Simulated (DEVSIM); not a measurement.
System: Cr/Si3N4/p-Ge capacitor, at 300 K.

Layer 1 from the left is Si3N4, thickness (nm) 2.30. Layer 2 from the left is Ge, thickness (nm) 1300, Na (cm⁻³) 2e17.

Metal gate on the left, work function 4.5 eV. Fixed charge at the semiconductor interface -4.9e11 cm⁻² (in units of +e); no interface traps.

Constants are typed, rounded textbook-type inputs, not results; the design itself was drawn at random and stands for no fabricated device. Values at 300 K.

Si3N4: gap (eV) 5.1, affinity (eV) 2.1, permittivity 7.5. Ge: gap (eV) 0.664, affinity (eV) 4, permittivity 16, Nc (cm⁻³) 1.04e19, Nv (cm⁻³) 6e18.

Model (solved in DEVSIM): 1D Poisson equation in equilibrium, Boltzmann statistics, complete ionisation; no quantum confinement or tunnelling. Metal contacts follow the ideal Schottky-Mott rule: no Fermi-level pinning, no interface dipoles.

**Question.** What does the simulation give for the minimum of the low-frequency capacitance, the threshold voltage (band bending 2φF), the flat-band voltage?

**Answer.** minimum of the low-frequency capacitance 0.238 μF/cm²; threshold voltage (band bending 2φF) 0.50 V; flat-band voltage -0.05 V.
